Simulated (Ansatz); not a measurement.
The starting structures come from a database of crystals and need not be the phases stable at ambient conditions.

Tunnelling through a barrier is set by its complex band structure: the current falls as exp(−2κd) with the smallest κ.

Here is the system:

```yaml
crystal:
  lattice:
    - [5.83392, 0.00000, 0.00000]
    - [0.00000, 7.48686, 0.00000]
    - [2.91696, 0.00000, 5.05232]
  atoms:
    - { symbol: K, position: [0.33333, 0.32354, 0.33333] }
    - { symbol: K, position: [0.66667, 0.67646, 0.66667] }
    - { symbol: K, position: [0.00000, 0.00000, 0.00000] }
    - { symbol: Sc, position: [0.00000, 0.50000, 0.00000] }
    - { symbol: V, position: [0.33333, 0.75381, 0.33333] }
    - { symbol: V, position: [0.66667, 0.24619, 0.66667] }
    - { symbol: O, position: [0.33333, 0.97831, 0.33333] }
    - { symbol: O, position: [0.66667, 0.02169, 0.66667] }
    - { symbol: O, position: [0.16955, 0.66979, 0.16955] }
    - { symbol: O, position: [0.83045, 0.33021, 0.83045] }
    - { symbol: O, position: [0.66090, 0.66979, 0.16955] }
    - { symbol: O, position: [0.33910, 0.33021, 0.83045] }
    - { symbol: O, position: [0.16955, 0.66979, 0.66090] }
    - { symbol: O, position: [0.83045, 0.33021, 0.33910] }
```

Space group of this cell: P-3m1. The cell is taken as given; by r2SCAN its mean pressure is -5.8 GPa.

Transport runs along the normal of the first two printed cell vectors, the (100) plane of the conventional cell.

The gap is the functional's own. No spin-orbit coupling. Mid-gap values are interpolated on the energy grid.

Task: Predict the band gap and the smallest decay constant κ at mid-gap from r2SCAN (Ansatz, a program for electronic structure).

Result: Gap 3.27 eV on a 6×4×6 mesh; κ = 0.412 1/Å, at the zone centre.
